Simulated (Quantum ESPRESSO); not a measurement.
A self-consistent single point of Cu₂Te (P6/mmm, 6 atoms in the cell) with Quantum ESPRESSO.

Computed with LDA (PZ), PSlibrary PAW (LDA) pseudopotentials (plane waves; Quantum ESPRESSO 7.5).

```
CELL_PARAMETERS angstrom
      4.37244     0.00000     0.00000
     -2.18622     3.78665     0.00000
      0.00000     0.00000     8.65900
ATOMIC_POSITIONS crystal
  Cu 0.66667 0.33333 0.15195
  Cu 0.33333 0.66667 0.84805
  Cu 0.33333 0.66667 0.15195
  Cu 0.66667 0.33333 0.84805
  Te 0.00000 0.00000 0.26619
  Te 0.00000 0.00000 0.73381
```

Reference input (self-consistent single point, DFT, PBEsol, plane waves, PSlibrary PAW (PBE) pseudopotentials): ecutwfc = 50 Ry; ecutrho = 300 Ry; occupations = smearing; smearing = gauss; degauss = 0.0099958 Ry; input_dft = pbesol; potentials = {Cu: Cu.pbe-dn-kjpaw_psl.1.0.0.UPF, Te: Te.pbe-n-kjpaw_psl.1.0.0.UPF}; K_POINTS = automatic 7 7 3 0 0 0; conv_thr = 1e-10 Ry; mixing_beta = 0.3. This run's input differs from it in these lines:

```diff
@@ -15,4 +15,4 @@
     ntyp = 2,
-    ecutwfc = 50,
-    ecutrho = 300,
+    ecutwfc = 55,
+    ecutrho = 330,
     occupations = 'smearing',
@@ -20,3 +20,2 @@
     degauss = 0.0099958,
-    input_dft = 'pbesol',
 /
@@ -27,4 +26,4 @@
 ATOMIC_SPECIES
-Cu    63.5460  Cu.pbe-dn-kjpaw_psl.1.0.0.UPF
-Te   127.6000  Te.pbe-n-kjpaw_psl.1.0.0.UPF
+Cu    63.5460  Cu.pz-dn-kjpaw_psl.1.0.0.UPF
+Te   127.6000  Te.pz-n-kjpaw_psl.1.0.0.UPF
 ATOMIC_POSITIONS {crystal}
```

Output (repeated stretches shortened):

```
     Self-consistent Calculation

     iteration #  1     ecut=    55.00 Ry     beta= 0.30

---- Real-time Memory Report at c_bands before calling an iterative solver
           360 MiB given to the printing process from OS
           124 MiB allocation reported by mallinfo(arena+hblkhd)
------------------

     Threshold (ethr) on eigenvalues was too large:
     Diagonalizing with lowered threshold

---- Real-time Memory Report at c_bands before calling an iterative solver
           434 MiB given to the printing process from OS
           149 MiB allocation reported by mallinfo(arena+hblkhd)
------------------

   [... lines left out ...]
           454 MiB given to the printing process from OS
           169 MiB allocation reported by mallinfo(arena+hblkhd)
------------------

     negative rho (up, down):  7.214E-06 0.000E+00

     total energy              =   -1534.35445095 Ry
     estimated scf accuracy    <          1.9E-10 Ry

     iteration # 14     ecut=    55.00 Ry     beta= 0.30

---- Real-time Memory Report at c_bands before calling an iterative solver
           454 MiB given to the printing process from OS
           169 MiB allocation reported by mallinfo(arena+hblkhd)
------------------

     negative rho (up, down):  7.227E-06 0.000E+00
     End of self-consistent calculation

     the Fermi energy is     5.8918 ev

!    total energy              =   -1534.35445095 Ry
     estimated scf accuracy    <          8.3E-12 Ry
     smearing contrib. (-TS)   =      -0.00162312 Ry
     internal energy E=F+TS    =   -1534.35282782 Ry

      -> PAW hartree energy AE =     408.93505907 Ry
      -> PAW hartree energy PS =    -405.89000547 Ry
      -> PAW xc energy AE      =   -1197.36836566 Ry
      -> PAW xc energy PS      =     206.18238779 Ry
      -> total E_H with PAW    =     269.78572135 Ry
      -> total E_XC with PAW   =   -1199.67393919 Ry

     convergence has been achieved in  14 iterations

     negative rho (up, down):  7.227E-06 0.000E+00

     Forces acting on atoms (cartesian axes, Ry/au):

   [... lines left out ...]
     Total force =     0.038066     Total SCF correction =     0.000006
   [... lines left out ...]

     negative rho (up, down):  7.227E-06 0.000E+00
          total   stress  (Ry/bohr**3)                   (kbar)     P=      -78.58
  -0.00065246   0.00000000   0.00000000          -95.98        0.00        0.00
   0.00000000  -0.00065246   0.00000000            0.00      -95.98        0.00
   0.00000000   0.00000000  -0.00029762            0.00        0.00      -43.78

   JOB DONE.
```

The run converged in 14 iterations. Against the reference run the pressure goes from -5.90 to -7.86 GPa and the largest force goes from 0.528 to 0.692 eV/Å.

The starting cell comes from a database of computed structures (which also holds hypothetical and non-ambient phases and stackings), without a prior relaxation at this level. Its lattice was rescaled by a random factor within 2.5 % of one. Spin polarisation is off. With a pressure of about -8 GPa the cell is away from its equilibrium volume at this level. The run gives no clean gap (levels at the Fermi energy touch, overlap or are partly filled at this smearing), which alone does not show that the compound is a metal.

Cost on one core of a shared machine: roughly 2 min.
